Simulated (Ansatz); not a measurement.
# A computed series for SiS2: carrier doping

The parent structure is SiS$_{2}$ (space group Ibam, No. 72; a = 6.366 Å, b = 11.127 Å, c = 5.593 Å; made of chains).

Carriers are added at fixed cell with a uniform background; the Fermi–Dirac width is that of 300 K.

Computed with Kohn–Sham DFT with the PBE functional, run in Ansatz (a quantum-chemistry and plane-wave program) with PAW and 420 eV plane waves, spin-orbit coupling left out.

Notes on the quantities. Fermi level from band edge: Fermi level relative to the doped band's edge (positive inside the band; to 0.05 eV).

| change | Fermi level from band edge | gap between the host's bands | gap character |
|---|---|---|---|
| undoped | – | 3.10 eV | indirect, T → G₀–X (25 % along) |
| electrons 2.0×10^21 cm⁻³ | +0.20 eV | 3.03 eV | indirect, T → G₀–X (25 % along) |
| electrons 3.0×10^21 cm⁻³ | +0.25 eV | 2.99 eV | indirect, T → G₀–X (25 % along) |
| electrons 7.0×10^21 cm⁻³ | +0.45 eV | 2.81 eV | indirect, Σ₀–Γ (13 % along) → k = (0.364, 0.364, -0.364) in the run's primitive reciprocal basis |
| holes 2.0×10^21 cm⁻³ | +0.10 eV | 3.22 eV | indirect, T → G₀–X (25 % along) |
| holes 3.0×10^21 cm⁻³ | +0.15 eV | 3.28 eV | indirect, T → G₀–X (25 % along) |
| holes 7.0×10^21 cm⁻³ | +0.45 eV | 3.49 eV | indirect, T → G₀–X (25 % along) |

Carriers are added with a uniform compensating background; total energy and stress of such cells depend on the potential's zero and are not compared; many-body gap narrowing is missing at this level. Whether these cells are dynamically stable was not tested. No dispersion term is included, though the crystal is made of layers, chains or molecules, so its spacings can come out too wide.
